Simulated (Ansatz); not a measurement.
Output of an Ansatz run (abridged):

```
WARN ansatz: RAYON_NUM_THREADS=1 ignored (pool sized by the plan → 1); use --threads N
Pseudopotentials: kind: paw
Pseudopotential: Ti, paw, valence charge 12
Pseudopotential: Si, paw, valence charge 4
Crystal: 6 atoms, lattice volume = 86.353 Å³
Basis set: ecut = 420 eV, 1685 PW (Γ), exchange–correlation on 96×96×48 points (8 copies of the dense FFT grid, shifted against one another)
Bands: 26, of which v1, the nominal top of the filled ones, is band 20 counted from 1 (19 counted from 0)
Symmetry: 8 space group operations
Space group: Cmcm (ITA 63), of the structure as read, at distance tolerance 4.4e-5 Å
k-points: 105 of 512
Initial density: superposition of atomic densities (neutral atoms: chi_scale 0, normalization atom), corrected by the library's trained network
Initial wavefunctions: pseudopotential atomic-orbital guess
Eigensolver: davidson
Functional: x = pbe(κ = 0.804, μ = 0.2195149727645171), c = pbe(β = 0.06672455060314922)
SCF iter   1: F=—  HF=-7545.998559 eV  |F-HF|=—  |Δ(HF+E_count)|=         —  Δρ=5.83e-3  dr2=4.55e-2  ethr=1.77e-3  ⟨swp⟩=5.9  Hψ=13416  notcnv=0
all-band conjugate gradients solve this SCF's bands
preconditioner: auto → Kerker (q_TF=auto, 2.400 Å⁻¹)
SCF iter   2: F=—  HF=-7545.993349 eV  |F-HF|=—  |Δ(HF+E_count)|=   5.21e-3  Δρ=2.30e-3  dr2=7.53e-3  ethr=1.14e-4  ⟨swp⟩=1.3  Hψ=3621  notcnv=0
SCF iter   3: F=—  HF=-7545.992757 eV  |F-HF|=—  |Δ(HF+E_count)|=   5.93e-4  Δρ=5.97e-4  dr2=6.43e-4  ethr=1.88e-5  ⟨swp⟩=2.0  Hψ=3102  notcnv=0
SCF iter   4: F=—  HF=-7545.992704 eV  |F-HF|=—  |Δ(HF+E_count)|=   5.23e-5  Δρ=1.22e-4  dr2=2.76e-5  ethr=1.61e-6  ⟨swp⟩=2.1  Hψ=3270  notcnv=0
SCF iter   5: F=—  HF=-7545.992810 eV  |F-HF|=—  |Δ(HF+E_count)|=   1.05e-4  Δρ=2.67e-5  dr2=9.66e-7  ethr=6.91e-8  ⟨swp⟩=2.0  Hψ=3641  notcnv=0
SCF iter   6: F=-7545.992810 eV  HF=-7545.992810 eV  |F-HF|=1.57e-8  |Δ(HF+E_count)|=   2.15e-9  Δρ=5.44e-6  dr2=3.33e-8  ethr=2.50e-10  ⟨swp⟩=6.1  Hψ=11620  notcnv=0
SCF 1 converged in 6 iterations: F = -7545.992810 eV  dr2 = 3.33e-8
SCF converged after 6 iterations
Free energy (F): -7545.992810 eV
Harris-Foulkes:  -7545.992810 eV  (|F-HF|=1.57e-8)
Internal energy: -7545.937746 eV  (E = F + TS)
E sigma→0 (E₀):  -7545.965278 eV
Entropy (-TS):   -0.055064 eV (-9.177 meV/atom)
Fermi energy:    12.741485 eV
--- Per-component energies (eV) ---
  E_band       = -232.136040
  E_kinetic    = 718.587648
  E_local      = -2085.751986  (includes V_loc(G=0)·N_el)
  E_nonlocal   = 118.429768
  E_hartree    = 904.913821
  E_xc         = -422.613208
  E_vxc        = -440.367845  (∫ρ·V_xc dr)
  E_paw        = -4146.844010  (= ΣΔE_a)
  E_vpaw       = -352.857825  (= ΣTr[D̂ρ^β])
  E_aug_tail   = 0.000282  (compensation charges beyond the density's cutoff)
  E_ewald      = -2632.660061
  E_smearing   = -0.055064  (= −TS)
  E_closure    = -0.000000  (closes the sum)
  Σ components = -7545.992810   (vs F -7545.992810, Δ=0.00e0)
--- Forces (eV/Å), atoms counted from 1 ---
  atom   1  Ti     0.00000000     0.03400014     0.00000000
  atom   2  Ti     0.00000000    -0.03400014    -0.00000000
  atom   3  Si     0.00000000    -0.13766656    -0.00000000
  atom   4  Si     0.00000000     0.13766656     0.00000000
  atom   5  Si     0.00000000     0.01084818    -0.00000000
  atom   6  Si     0.00000000    -0.01084818     0.00000000
  max |Σ_I F_I| component: 1.73e-18 eV/Å
--- Stress (GPa, compression-positive) ---
       -0.267148       0.000000       0.000000
        0.000000      -0.206877      -0.000000
        0.000000      -0.000000      -0.179734
  P = ⅓ Tr σ = -0.2179 GPa (-2.179 kbar)
  The stress holds the Pulay correction. Without it, at fixed plane waves, as pw.x and ABINIT print it: P = -0.2432 GPa
--- Band table (eV; the first three rows and the last of 105) ---
  k-point 0: bands = ["-44.0944", "-44.0857", "-20.4458", "-20.4099", "-20.3977", "-20.3971", "-20.3722", "-20.3630", "-0.2475", "1.9226", "4.2692", "9.3668", "9.6847", "9.8580", "10.1565", "10.2394", "10.6313", "10.6638", "10.6692", "13.2049", [...]
  k-point 1: bands = ["-44.0935", "-44.0855", "-20.4436", "-20.4086", "-20.4075", "-20.3974", "-20.3801", "-20.3625", "-0.0643", "2.0778", "4.4316", "7.8523", "8.8827", "9.9600", "10.1826", "10.6491", "10.6816", "10.7222", "11.2414", "12.8551", [...]
  k-point 2: bands = ["-44.0914", "-44.0853", "-20.4413", "-20.4298", "-20.4054", "-20.3968", "-20.3949", "-20.3652", "0.4785", "2.5412", "4.7686", "6.1861", "7.2954", "9.6518", "10.2144", "10.5910", "10.8845", "10.9244", "12.2439", "12.3584", [...]
  k-point 104: bands = ["-44.0866", "-44.0866", "-20.4591", "-20.4591", "-20.3984", "-20.3984", "-20.3827", "-20.3827", "2.9509", "2.9509", "3.5184", "3.5184", "9.1760", "9.1760", "9.4343", "9.4343", "10.7282", "10.7282", "11.8804", "11.8804", [...]
```

The structure:

```
CELL_PARAMETERS angstrom
      1.77393    -6.79308     0.00000
      1.77393     6.79308     0.00000
      0.00000     0.00000     3.58300
ATOMIC_POSITIONS crystal
  Ti 0.89688 0.10312 0.75000
  Ti 0.10312 0.89688 0.25000
  Si 0.55825 0.44175 0.75000
  Si 0.44175 0.55825 0.25000
  Si 0.24969 0.75031 0.75000
  Si 0.75031 0.24969 0.25000
```

### Question
Reconstruct the input of this run.

### Answer
Other spellings and defaults could give the same log, and not every line can be read from it. The input that was run (DFT, PBE, plane waves, default PAW files):

Ansatz 0.2 input:
```yaml
crystal:
  lattice:
    - [1.773931, -6.793076, 0.000000]
    - [1.773931, 6.793076, 0.000000]
    - [0.000000, 0.000000, 3.582996]
  atoms:
    - { symbol: Ti, position: [0.896880, 0.103120, 0.750000] }
    - { symbol: Ti, position: [0.103120, 0.896880, 0.250000] }
    - { symbol: Si, position: [0.558250, 0.441750, 0.750000] }
    - { symbol: Si, position: [0.441750, 0.558250, 0.250000] }
    - { symbol: Si, position: [0.249690, 0.750310, 0.750000] }
    - { symbol: Si, position: [0.750310, 0.249690, 0.250000] }
basis:
  ecutwfc: 420.0
kpoints:
  mp_grid:
    grid: [8, 8, 8]
hamiltonian:
  xc: pbe
  pseudopotentials:
    kind: paw
scf:
  occupations:
    method: fermi_dirac
    width: 0.1
output:
  forces: true
  eigenvalues: true
  stress: true
```

The starting cell comes from a database of computed structures (which also holds hypothetical and non-ambient phases and stackings), without a prior relaxation at this level. Its lattice was rescaled by up to half a per cent. Spin polarisation is off. Ansatz's pressure includes its estimate of the finite-basis (Pulay) stress.

Ansatz is an electronic-structure program.
